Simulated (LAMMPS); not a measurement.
MD of Cu (fcc) at zero pressure over temperature, 864 atoms; each row names its start.

Model: classical MD, pair style meam, file AlSiMgCuFe.meam (LAMMPS).

```json
[
 {"T (K), start": "100, crystal", "state": "crystal; no diffusion seen in 30 ps", "volume": "11.9150 ± 0.0001 Å³/atom", "enthalpy": "-3.5140 ± 0.0001 eV/atom", "first peak of g(r)": "2.57 Å, height 12.3", "coordination number": "12.0 (counted to 3.10 Å)", "D(Cu)": "-"},
 {"T (K), start": "300, crystal", "state": "crystal; no diffusion seen in 30 ps", "volume": "12.0285 ± 0.0004 Å³/atom", "enthalpy": "-3.4614 ± 0.0001 eV/atom", "first peak of g(r)": "2.56 Å, height 7.4", "coordination number": "12.0 (counted to 3.14 Å)", "D(Cu)": "-"},
 {"T (K), start": "610, crystal", "state": "crystal; no diffusion seen in 30 ps", "volume": "12.2152 ± 0.0006 Å³/atom", "enthalpy": "-3.3767 ± 0.0002 eV/atom", "first peak of g(r)": "2.56 Å, height 5.2", "coordination number": "12.0 (counted to 3.14 Å)", "D(Cu)": "-"},
 {"T (K), start": "810, crystal", "state": "crystal; no diffusion seen in 30 ps", "volume": "12.3425 ± 0.0002 Å³/atom", "enthalpy": "-3.3210 ± 0.0002 eV/atom", "first peak of g(r)": "2.56 Å, height 4.4", "coordination number": "12.0 (counted to 3.18 Å)", "D(Cu)": "-"},
 {"T (K), start": "1020, crystal", "state": "crystal; no diffusion seen in 30 ps", "volume": "12.4953 ± 0.0007 Å³/atom", "enthalpy": "-3.2584 ± 0.0002 eV/atom", "first peak of g(r)": "2.55 Å, height 3.9", "coordination number": "12.1 (counted to 3.22 Å)", "D(Cu)": "-"},
 {"T (K), start": "1220, crystal", "state": "crystal; no diffusion seen in 30 ps", "volume": "12.659 ± 0.001 Å³/atom", "enthalpy": "-3.1962 ± 0.0006 eV/atom", "first peak of g(r)": "2.54 Å, height 3.5", "coordination number": "12.2 (counted to 3.26 Å)", "D(Cu)": "-"},
 {"T (K), start": "1630, crystal", "state": "liquid", "volume": "13.975 ± 0.002 Å³/atom", "enthalpy": "-2.9336 ± 0.0003 eV/atom", "first peak of g(r)": "2.47 Å, height 2.5", "coordination number": "11.5 (counted to 3.38 Å)", "D(Cu)": "(7.0 ± 0.2) × 10^-5 cm²/s"},
 {"T (K), start": "1220, melt", "state": "liquid", "volume": "13.384 ± 0.003 Å³/atom", "enthalpy": "-3.0659 ± 0.0005 eV/atom", "first peak of g(r)": "2.46 Å, height 2.8", "coordination number": "11.8 (counted to 3.34 Å)", "D(Cu)": "(3.6 ± 0.2) × 10^-5 cm²/s"},
 {"T (K), start": "1360, melt", "state": "liquid", "volume": "13.585 ± 0.004 Å³/atom", "enthalpy": "-3.0194 ± 0.0007 eV/atom", "first peak of g(r)": "2.47 Å, height 2.7", "coordination number": "11.3 (counted to 3.30 Å)", "D(Cu)": "(4.6 ± 0.2) × 10^-5 cm²/s"},
 {"T (K), start": "1490, melt", "state": "liquid", "volume": "13.771 ± 0.005 Å³/atom", "enthalpy": "-2.9783 ± 0.0008 eV/atom", "first peak of g(r)": "2.45 Å, height 2.5", "coordination number": "11.7 (counted to 3.38 Å)", "D(Cu)": "(5.8 ± 0.3) × 10^-5 cm²/s"},
 {"T (K), start": "1700, melt", "state": "liquid", "volume": "14.099 ± 0.008 Å³/atom", "enthalpy": "-2.9095 ± 0.0008 eV/atom", "first peak of g(r)": "2.45 Å, height 2.5", "coordination number": "11.7 (counted to 3.42 Å)", "D(Cu)": "(7.5 ± 0.3) × 10^-5 cm²/s"},
 {"T (K), start": "1900, melt", "state": "liquid", "volume": "14.428 ± 0.009 Å³/atom", "enthalpy": "-2.846 ± 0.001 eV/atom", "first peak of g(r)": "2.46 Å, height 2.4", "coordination number": "11.8 (counted to 3.46 Å)", "D(Cu)": "(9.6 ± 0.3) × 10^-5 cm²/s"}
]
```

Measured linear expansion coefficient: 16.50 1e-6/K at 293 K (Kaye and Laby Online (NPL), 2.3.5 Thermal expansion).

Measured melting point: 1358 K (Wikipedia, Melting points of the elements (data page)).

From the crystal rows between 100 and 300 K, estimate the mean linear expansion coefficient and the heat capacity. The slope of ln V over three gives 16 × 10^-6 /K, and dH/dT = 3.1 kB/atom. Nuclei are classical here, so the heat capacity stays near 3 kB/atom, where a real crystal's falls off below its Debye temperature.

Fit an Arrhenius law to the diffusion of Cu in the liquid. ln D against 1/T from 1220 to 1900 K gives an activation energy of 0.29 eV and D0 = 0.00054 cm²/s.

States go by the mean squared displacement: a species diffuses where it passes 1.5 Å², still rises and gives D over 1e-6 cm²/s; a crystal has left its structure where atoms lie 0.35 Å off their sites on average or a cubic box changes its shape by 3 %, or the axial ratios of another lie 8 % off the starting cell's, which the potential's own relaxation can also do.

Errors of D are the spread over four groups of atoms in one short run; a floor of about 5 %, a picked value, is safer.

Errors shown are sampling errors alone.
